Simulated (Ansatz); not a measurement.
Cost and result by functional for the adsorption energy of OH on the 1x1 (111) surface of fcc Rh, one in a 2x2 cell, started at the site 'hollow Rh-Rh-Rh over Rh at depth 2.2 Å', in Ansatz (plane waves, PAW). Single points on the PBE structure, on one kind of machine; costs are rough ratios of the slab run's core time (references not counted) to the cheapest single point. r2SCAN's cost holds its higher cutoff (500 against 420 eV). Differences are taken against r2SCAN for comparison alone: no measured value is at hand, so the table doesn't rank accuracy.

Model: 18-atom slab, 6.5 Å thick at the start under the adsorbate (thin: gaps and levels are the slab's own), 6x6x1 mesh, Fermi-Dirac 0.1 eV, dipole correction, 8 atoms held, the rest relaxed; no symmetry held; no spin, no spin-orbit, no U, no dispersion correction. At the end it is bonded to 2 Rh. In PBE it is, or lies within 0.03 eV of, the lowest of the starts that converged. These notes are the PBE run's. Adsorption energies are against H2O(g) − ½ H2(g). A negative adsorption energy means that the adsorbate is more stable on the surface than in its reference.

| functional | relative cost | adsorption energy (eV) | less r2SCAN (eV) |
|---|---|---|---|
| RPBE | 1 | 0.47 | 0.42 |
| r2SCAN | 2 | 0.05 | 0.00 |
| PBE (the relaxed run's value) | – | 0.27 | 0.22 |

The values span 0.42 eV, while the single points' costs differ by a factor of roughly 2. Differences are of unrounded values.

Ansatz is a program for electronic structure.
